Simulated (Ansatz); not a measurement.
TiGe (model structure, started from the WC type, P-6m2, No. 187, 2 atoms in the cell), treated with PBE0 in Ansatz (plane waves, PAW).

Numerical settings: plane-wave cutoff 500 eV, 12×12×10 k mesh (along the axes of the cell as run), Fermi–Dirac smearing 0.05 eV, no spin polarisation, scalar-relativistic PAW data made under PBE.

Cell (relaxed with r²SCAN):

TiGe is taken in the hexagonal space group P-6m2 (No. 187), Pearson symbol hP2. Cell: a = 3.9441 Å, b = 3.9441 Å, c = 2.7929 Å, α = 90.00°, β = 90.00°, γ = 120.00°. Ti on 1a is coordinated by 6 Ge at 2.671 Å and 2 Ti at 2.793 Å. Ge on 1f has 6 Ti at 2.671 Å and 2 Ge at 2.793 Å. (Neighbours: up to the widest gap in distance over summed covalent radii, below 1.35, at either atom; cation-cation and far metal-metal contacts left out.)

Q: Give the computed band gap.

A: 
- band gap: 0.69 eV (on the SCF k mesh)

Note: exact exchange on metals is sensitive to the k mesh and can open a false gap; the relaxation could raise the start's symmetry but not lower it, so the cell can be a saddle point; cell and atoms aren't relaxed at this level (pressure -1.2 GPa).

Spin–orbit coupling is not included.

The computed numbers hold no vibrational or temperature effects.

It cost about 12 core-minutes (a rough figure) of CPU time.

A model structure was made by putting elements into a prototype or built by hand; it is no filed structure, need not be a known phase, and can be a saddle point held by its symmetry.

Ansatz is a quantum-chemistry and plane-wave program.
